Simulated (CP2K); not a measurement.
CP2K run on Mg2Ge (Fm-3m, 3 atoms in the cell): relaxation of cell and atoms.

Level of theory: LDA (Pade form), GPW, DZVP-MOLOPT-SR-GTH basis, GTH-PADE potentials (GTH_POTENTIALS) (CP2K).

```
Mg2Ge
1.0
    4.50327     0.00000     0.00000
    2.25164     3.89995     0.00000
    2.25164     1.29998     3.67691
Mg Ge
2 1
Direct
  0.75000   0.75000   0.75000
  0.25000   0.25000   0.25000
  0.00000   0.00000   0.00000
```

Reference input (self-consistent single point, DFT LDA (Pade form), GPW, DZVP-MOLOPT-SR-GTH basis, GTH-PADE potentials (GTH_POTENTIALS)): CUTOFF = 1000 Ry; REL_CUTOFF = 50 Ry; SMEAR/METHOD = GAUSSIAN; SIGMA = 0.05 eV; KPOINTS/SCHEME = MONKHORST-PACK 9 9 9; XC_FUNCTIONAL = PADE; Mg/BASIS_SET = DZVP-MOLOPT-SR-GTH; Mg/POTENTIAL = GTH-PADE-q10; Ge/BASIS_SET = DZVP-MOLOPT-SR-GTH; Ge/POTENTIAL = GTH-PADE-q4; METHOD = GPW; EPS_DEFAULT = 1e-10. This run's input differs from it in these lines:

```diff
@@ -2,3 +2,3 @@
   PROJECT bulk
-  RUN_TYPE ENERGY_FORCE
+  RUN_TYPE CELL_OPT
   PRINT_LEVEL MEDIUM
@@ -14,2 +14,3 @@
       EPS_DEFAULT 1E-10
+      EXTRAPOLATION USE_GUESS
     &END QS
@@ -88,2 +89,20 @@
 &END FORCE_EVAL
+&MOTION
+  &CELL_OPT
+    OPTIMIZER BFGS
+    MAX_ITER 60
+    MAX_FORCE 4E-4
+    RMS_FORCE 3E-4
+    EXTERNAL_PRESSURE [GPa] 0
+    PRESSURE_TOLERANCE [bar] 200
+  &END CELL_OPT
+  &PRINT
+    &CELL ON
+    &END CELL
+    &RESTART OFF
+    &END RESTART
+    &RESTART_HISTORY OFF
+    &END RESTART_HISTORY
+  &END PRINT
+&END MOTION
```

Output, abridged:

```
 SCF WAVEFUNCTION OPTIMIZATION

  Step     Update method      Time    Convergence         Total energy    Change
     1 NoMix/Diag. 0.40E+00      -     1.69671120      -130.6830799333 -1.31E+02
     2 Broy./Diag. 0.40E+00      -     0.10699268      -130.5022558705  1.81E-01
     3 Broy./Diag. 0.40E+00      -     0.06607615      -130.3600144897  1.42E-01
     4 Broy./Diag. 0.40E+00      -     0.00241930      -130.3325749007  2.74E-02
     5 Broy./Diag. 0.40E+00      -     0.00034387      -130.3327924831 -2.18E-04
     6 Broy./Diag. 0.40E+00      -     0.00009478      -130.3276733226  5.12E-03
     7 Broy./Diag. 0.40E+00      -     0.00000793      -130.3262506984  1.42E-03
     8 Broy./Diag. 0.40E+00      -     0.00000651      -130.3263025903 -5.19E-05
     9 Broy./Diag. 0.40E+00      -     0.00000016      -130.3263323560 -2.98E-05
    10 Broy./Diag. 0.40E+00      -     0.00000020      -130.3263332366 -8.81E-07
    11 Broy./Diag. 0.40E+00      -     3.8466E-09      -130.3263332155  2.11E-08
  *** SCF run converged in    11 steps ***

  Overlap energy of the core charge distribution:               0.00000000000000
  Self energy of the core charge distribution:               -275.81075283722998
  Core Hamiltonian energy:                                     83.11680160827309
  Hartree energy:                                              80.28891977105121
  Exchange-correlation energy:                                -17.92130175760278
  Smearing free energy correction:                             -0.00000000000016
  Fermi energy:                                                 0.19248227719117

  Total energy:                                              -130.32633321550864
  Total energy (extrapolated to sigma->0):                   -130.32633321550855

                     Mulliken Population Analysis

   [... lines left out ...]
  Fermi energy:                                                 0.19270640102925
  Total energy:                                              -130.32633692977151
 OPT| Pressure deviation [bar]                                  -5487.9432684089
 OPT| Pressure tolerance [bar]                                    200.0000000000
 OPT| Pressure is converged                                                   NO
  Fermi energy:                                                 0.19570998351576
  Total energy:                                              -130.32637936982024
 OPT| Pressure deviation [bar]                                   -149.3679939700
 OPT| Pressure tolerance [bar]                                    200.0000000000
 OPT| Pressure is converged                                                  YES
   [... lines left out ...]
       1     Mg       1          9.458938                              0.541062
       2     Mg       1          9.458938                              0.541062
       3     Ge       2          5.082124                             -1.082124
 # Total charge                             24.000000                  0.000000

 ENERGY| Total FORCE_EVAL ( QS ) energy [hartree]           -130.326379369820245
```

The run converged. 

Summary of the result:
| Item | Value |
|---|---|
| Free energy E − TS | -3546.3614 eV |
| Top of the valence band (on the code's own zero) | 5.11 eV |
| Gap on the k-point mesh | 0.44 eV |
| Pressure | -0.01 GPa |
| Largest force (vector length) | 0.002 eV/Å |
| Final cell | a = 4.4882 Å, b = 4.4887 Å, c = 4.4887 Å, α = 59.98°, β = 59.96°, γ = 59.96° |
| Final volume per atom | 21.30 Å³ |
| Relaxation steps | 10 |

The starting cell comes from a database of computed structures (which also holds hypothetical and non-ambient phases and stackings), without a prior relaxation at this level. Values carry the incompleteness of an atom-centred basis.

Cost on one core of a shared machine: roughly 2 min.
